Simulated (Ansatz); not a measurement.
**Effect of As on a Se site, symmetric start on ZnSe**

Take a 16-atom supercell of ZnSe in the zinc blende structure (space group F-43m, No. 216; a = 5.733 Å) at its relaxed geometry as the base.

Now apply this change: one Se atom is replaced by As, atoms relaxed at fixed cell.

All numbers come from PBE/PAW in Ansatz (a program for electronic structure), no spin-orbit coupling, earlier PAW set. Γ-centred 4×4×4 mesh, Fermi–Dirac width 0.01 eV.

| quantity | base | changed | shift |
|---|---|---|---|
| pressure | 0.0 GPa | -0.2 GPa | -0.15 GPa |
| energy gained by relaxation | – | 0.04 eV | – |
| largest displacement of a host atom from its site in the perfect cell | – | 0.05 Å | – |
| mean distance from the defect site to its nearest host atoms | 2.48 Å | 2.43 Å | -0.05 Å |

Cost of the whole job for the changed cell (relaxation, final SCF and bands): about 8 core-minutes (a rough figure).

Other magnetic orders, which the real material may have, were not ruled out. The cell is small, so the values are those of an ordered compound at a high defect concentration; dilute-limit values will differ. The mesh was chosen for an insulator and is coarse for the gapless case. The defect started on the symmetric site and kept its symmetry, so it may sit on a saddle. Seeded moments were not kept for As on a Se site. The defect cell is spin-polarised and ends with 0.0 μB.
